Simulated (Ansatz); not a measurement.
System: InSe (P-6m2, No. 187; cell taken from a computed entry). Method: dielectric-dependent PBEsol hybrid (Ansatz, an electronic-structure program, plane waves, PAW).

Run with plane-wave cutoff 460 eV, 6×6×2 k mesh (along the axes of the cell as run), Fermi–Dirac smearing 0.01 eV, scalar-relativistic PAW data made under PBE.

Cell (relaxed with PBEsol):

```yaml
crystal:
  lattice:
    - [4.00825, 0.00000, 0.00000]
    - [-2.00413, 3.47125, 0.00000]
    - [0.00000, 0.00000, 16.86994]
  atoms:
    - { symbol: In, position: [0.00000, 0.00000, 0.58228] }
    - { symbol: In, position: [0.00000, 0.00000, 0.41772] }
    - { symbol: In, position: [0.33333, 0.66667, 0.91773] }
    - { symbol: In, position: [0.33333, 0.66667, 0.08227] }
    - { symbol: Se, position: [0.66667, 0.33333, 0.84201] }
    - { symbol: Se, position: [0.66667, 0.33333, 0.15799] }
    - { symbol: Se, position: [0.33333, 0.66667, 0.65799] }
    - { symbol: Se, position: [0.33333, 0.66667, 0.34201] }
```

Question: Predict the band gap.

Answer: 
band gap: 0.96 eV (on the SCF k mesh)

Note: the cell comes from a level without a dispersion term, which matters for the spacing of layers, chains or molecules; cell and atoms aren't relaxed at this level (largest force component 0.13 eV/Å, pressure -0.5 GPa); the cell has widely spaced layers and the level no dispersion term, so their spacing and the moduli can rest on weak binding.

Spin–orbit coupling is not included.

The computed numbers hold no vibrational or temperature effects.
